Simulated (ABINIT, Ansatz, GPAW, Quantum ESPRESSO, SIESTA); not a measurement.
# InPd (Pm-3m, 2 atoms in the cell) computed with different codes at matched settings

Self-consistent single point.

```yaml
crystal:
  lattice:
    - [3.29806, 0.00000, 0.00000]
    - [0.00000, 3.29806, 0.00000]
    - [0.00000, 0.00000, 3.29806]
  atoms:
    - { symbol: In, position: [0.00000, 0.00000, 0.00000] }
    - { symbol: Pd, position: [0.50000, 0.50000, 0.50000] }
```

All programs got the same cell, k-point mesh and kind of occupations (in Ansatz's words: kpoints.mp_grid.grid = 13 13 13; scf.occupations.method = gaussian; scf.occupations.width = 0.2 eV); potentials, basis and cutoffs are each program's usual ones.

```json
[
 {"code": "GPAW", "model": "PBE, GPAW PAW datasets PBE (gpaw-data 1.0.1)", "pressure (GPa)": "0.50", "k-points": "84", "cutoff": "600 eV"},
 {"code": "SIESTA", "model": "GGA PBE, numerical atomic orbitals DZP, PseudoDojo PBE standard norm-conserving potentials (rewritten from UPF to PSML)", "pressure (GPa)": "0.15", "k-points": "1099", "cutoff": "grid 300 Ry"},
 {"code": "ABINIT", "model": "PBE, PAW (JTH v2.0 PBE PAW)", "pressure (GPa)": "0.71", "k-points": "84", "cutoff": "48 Ry"},
 {"code": "Ansatz", "model": "PBE, default PAW files", "pressure (GPa)": "0.76", "k-points": "84", "cutoff": "420 eV"},
 {"code": "Quantum ESPRESSO", "model": "PBE, PSlibrary ultrasoft (PBE) pseudopotentials", "pressure (GPa)": "-0.15", "k-points": "84", "cutoff": "50 Ry"}
]
```

The spread over the programs that give each value: pressure within 0.91 GPa.

The starting cell comes from a database of computed structures (which also holds hypothetical and non-ambient phases and stackings), without a prior relaxation at this level. Its lattice was rescaled by a random factor within 2.5 % of one. On Ansatz's run: Spin polarisation is off.

### Question
Why do the programs differ, and what cannot be compared?

### Answer
Differences of this kind can come from the potentials, where these differ, and from what each basis and cutoff leave unconverged. The valence holds different numbers of electrons (GPAW 29, SIESTA 31, ABINIT 31, Ansatz (a program for electronic structure) 31, Quantum ESPRESSO 23). The zero of total energies and Fermi levels follows the potentials and each program's conventions, so they are not compared here. SIESTA uses small atom-centred bases, whose incompleteness enters pressures, forces and empty levels differently from a plane-wave cutoff. Ansatz's pressure is given at a fixed set of plane waves, as the other plane-wave codes print theirs; with its correction for the finite basis it is 0.83 GPa. The programs reduce the same mesh by symmetry to different extents, which changes the work and not the result.

Left out of this page: Elk and FLEUR (not drawn, or without a comparable value).

Keys are those of Ansatz 0.2.
